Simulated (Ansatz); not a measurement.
Consider C in the diamond structure (space group Fd-3m, No. 227; a = 3.560 Å). Axes: x, y, z lie along the cube axes.

Calculations: r2SCAN, PAW, 500 eV (Ansatz, a first-principles code; no spin-orbit coupling).

Strains are applied to the cell and any free atomic positions relax; under biaxial strain the out-of-plane vector relaxes too.

One change was made to it. Results:

| quantity | base | after |
|---|---|---|
| energy relative to the base (free energy F) | 0 meV/atom | +9.9 meV/atom |
| smallest direct gap | 5.90 eV | 5.79 eV |
| valley order (the lowest conduction-band minima on the path, energy above the VBM, named in the base's zone) | a point along ⟨100⟩, about 1.3 Å⁻¹ from Γ 4.36 eV | a point along [100], about 1.3 Å⁻¹ from Γ 4.17 eV; a point along [001], about 1.3 Å⁻¹ from Γ 4.64 eV |

Q: Which change produced these results?
(A) biaxial strain −1.00 %, plane normal [001], relaxed out of plane
(B) biaxial strain −1.50 %, plane normal [001], relaxed out of plane
(C) biaxial strain −2.00 %, plane normal [001], relaxed out of plane

A: B, biaxial strain −1.50 %, plane normal [001], relaxed out of plane. For comparison, the valley order in the other runs: biaxial strain −1.00 %, plane normal [001], relaxed out of plane gives a point along [100], about 1.3 Å⁻¹ from Γ 4.24 eV; a point along [001], about 1.3 Å⁻¹ from Γ 4.55 eV; biaxial strain −2.00 %, plane normal [001], relaxed out of plane gives a point along [100], about 1.3 Å⁻¹ from Γ 4.11 eV; a point along [001], about 1.3 Å⁻¹ from Γ 4.73 eV.

No phonon test of stability was made.
